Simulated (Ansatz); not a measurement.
Ansatz (a program for electronic structure) run on Sr (Fm-3m, 1 atom in the cell): self-consistent single point.

Computed with PBE (plane waves, PAW; Ansatz).

The change in words: lattice scaled by 0.98. Reference geometry:
```
CELL_PARAMETERS angstrom
      0.00000     3.03088     3.03088
      3.03088     0.00000     3.03088
      3.03088     3.03088     0.00000
ATOMIC_POSITIONS crystal
  Sr 0.00000 0.00000 0.00000
```

Reference input (self-consistent single point, DFT, PBE, plane waves, default PAW files): basis.ecutwfc = 420 eV; kpoints.mp_grid.grid = 9 9 9; hamiltonian.xc = pbe; hamiltonian.pseudopotentials = {kind: paw} (the program's default PAW files); scf.occupations.method = fermi_dirac; scf.occupations.width = 0.1 eV. This run's input differs from it in these lines:

```diff
@@ -3,5 +3,5 @@
   lattice:
-    - [0.000000, 3.030880, 3.030880]
-    - [3.030880, 0.000000, 3.030880]
-    - [3.030880, 3.030880, 0.000000]
+    - [0.000000, 2.970262, 2.970262]
+    - [2.970262, 0.000000, 2.970262]
+    - [2.970262, 2.970262, 0.000000]
   atoms:
```

The program printed (abridged):

```
SCF iter   1: F=—  HF=-3544.235669 eV  |F-HF|=—  |Δ(HF+E_count)|=         —  Δρ=8.37e-4  dr2=5.49e-4  ethr=1.77e-3  ⟨swp⟩=6.7  Hψ=2730  notcnv=0
all-band conjugate gradients solve this SCF's bands
preconditioner: auto → none
SCF iter   2: F=—  HF=-3544.236160 eV  |F-HF|=—  |Δ(HF+E_count)|=   4.91e-4  Δρ=5.27e-4  dr2=2.68e-4  ethr=5.49e-6  ⟨swp⟩=2.8  Hψ=821  notcnv=0
SCF iter   3: F=—  HF=-3544.236215 eV  |F-HF|=—  |Δ(HF+E_count)|=   5.56e-5  Δρ=1.95e-4  dr2=2.75e-5  ethr=2.68e-6  ⟨swp⟩=1.0  Hψ=315  notcnv=0
SCF iter   4: F=—  HF=-3544.236203 eV  |F-HF|=—  |Δ(HF+E_count)|=   1.21e-5  Δρ=1.06e-4  dr2=2.44e-6  ethr=2.75e-7  ⟨swp⟩=2.3  Hψ=470  notcnv=0
SCF iter   5: F=—  HF=-3544.236204 eV  |F-HF|=—  |Δ(HF+E_count)|=   8.66e-7  Δρ=2.59e-5  dr2=1.19e-7  ethr=2.44e-8  ⟨swp⟩=2.9  Hψ=525  notcnv=0
SCF iter   6: F=-3544.236204 eV  HF=-3544.236204 eV  |F-HF|=3.34e-9  |Δ(HF+E_count)|=   3.76e-8  Δρ=5.85e-6  dr2=7.49e-9  ethr=1.00e-9  ⟨swp⟩=5.9  Hψ=1722  notcnv=0
SCF 1 converged in 6 iterations: F = -3544.236204 eV  dr2 = 7.49e-9
Free energy (F): -3544.236204 eV
Internal energy: -3544.192335 eV  (E = F + TS)
E sigma→0 (E₀):  -3544.214270 eV
Entropy (-TS):   -0.043869 eV (-43.869 meV/atom)
Fermi energy:    5.399808 eV
--- Forces (eV/Å), atoms counted from 1 ---
  atom   1  Sr    -0.00000000    -0.00000000     0.00000000
--- Stress (GPa, compression-positive) ---
        0.629052       0.000000      -0.000000
        0.000000       0.629052       0.000000
       -0.000000      -0.000000       0.629052
  P = ⅓ Tr σ = 0.6291 GPa (6.291 kbar)
  The stress holds the Pulay correction. Without it, at fixed plane waves, as pw.x and ABINIT print it: P = 0.6267 GPa
```

The run converged in 6 iterations. Against the reference run the free energy rises by 4.8 meV/atom and the pressure goes from -0.13 to 0.63 GPa.

The starting cell has typed, rounded lattice constants, without a prior relaxation at this level. Its lattice was rescaled by up to half a per cent. For this run, on top of that: lattice scaled by 0.98. Ansatz's pressure includes its estimate of the finite-basis (Pulay) stress.

Keys are those of Ansatz 0.2.
